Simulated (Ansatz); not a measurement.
For L1₀ (CuAu-type) CuAu, PBE (Ansatz, a first-principles code, PAW) gives:

```
Item                   Value
-------------------  -------
lattice parameter a  2.863 Å
c axis length        3.661 Å
bulk modulus B0      140 GPa
```

Question: What does r²SCAN+SOC in Ansatz (PAW) give for the same quantities?

Answer: 
- lattice constant a: 2.827 Å (drops by 1.3 %)
- lattice parameter c: 3.614 Å (falls by 1.3 %)
- bulk modulus: 161 GPa (increases by 15 %)

For comparison: lattice constant a 2.8 Å (measured, temperature not stated, not corrected to a static lattice; as tabulated in Nepal et al. (2019), arXiv:1905.09348); lattice parameter c 3.67 Å (measured, temperature not stated, no zero-point or thermal correction; as tabulated in Mehl et al. (2016), arXiv:1607.02532).

Changes are worked out from the printed values.

Unless a cell is named, each level is at its own relaxed cell (PBE 15.00, r²SCAN+SOC 14.44 Å³/atom).

Levels without +SOC leave out spin–orbit coupling, which shifts energies and cells of such heavy elements.

Ansatz's density-functional and Hartree–Fock values are scalar-relativistic unless marked +SOC, with PAW data made under PBE.
